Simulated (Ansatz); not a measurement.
System: FeGe₂ (I4/mcm, No. 140; cell taken from a computed entry). Method: LDA (Ansatz, an electronic-structure program, PAW).

Numerical settings: plane-wave cutoff 520 eV, 14×14×14 k mesh, Fermi–Dirac smearing 0.05 eV, spin-polarised start, scalar-relativistic PAW data made under PBE.

Cell (relaxed at this level):

```
CELL_PARAMETERS angstrom
     -2.86740     2.86740     2.42850
      2.86740    -2.86740     2.42850
      2.86740     2.86740    -2.42850
ATOMIC_POSITIONS crystal
  Fe 0.75000 0.75000 0.00000
  Fe 0.25000 0.25000 0.00000
  Ge 0.15745 0.65745 0.81490
  Ge 0.84255 0.34255 0.18510
  Ge 0.65745 0.84255 0.50000
  Ge 0.34255 0.15745 0.50000
```

Problem. Estimate the bulk modulus B0 that the calculation returns.

Solution. 
- bulk modulus B0 = 163 GPa

The run finds no gap.

Note: the magnetic order was assumed, not searched for or taken from measurement; the bulk modulus is −V dP/dV from two relaxed cells at ±2 % in volume; the relaxation could not lower the start's symmetry, so the cell can be a saddle point above a distorted one.

The computed numbers hold no vibrational or temperature effects.
